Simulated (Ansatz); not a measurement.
Base system: InP in the wurtzite structure (space group P6_3mc, No. 186; a = 4.169 Å, c = 6.846 Å; a model cell, its experimental status unchecked). Axes: x lies along a and z along c of the hexagonal cell.

Computed with r2SCAN/PAW in Ansatz (a first-principles code), no SOC.

Base values:

```
Item                                 Result
---------------------  --------------------
Band gap                            1.10 eV
Valence-band top at Γ  0.00, 0.00, -0.11 eV
```

Modification: biaxial strain +2.27 %, plane normal [001], relaxed out of plane (Cartesian); in-plane vectors clamped, the third vector and the atoms free.

Estimate the effect on the band gap and valence-band top at Γ.

The band gap shrinks by 0.19 eV to 0.91 eV; the valence-band top at Γ (three highest levels, from the VBM) goes from 0.00, 0.00, -0.11 eV to 0.00, -0.07, -0.07 eV.

Whether these cells are dynamically stable was not tested. This is not the structure that InP has at room temperature and ambient pressure.
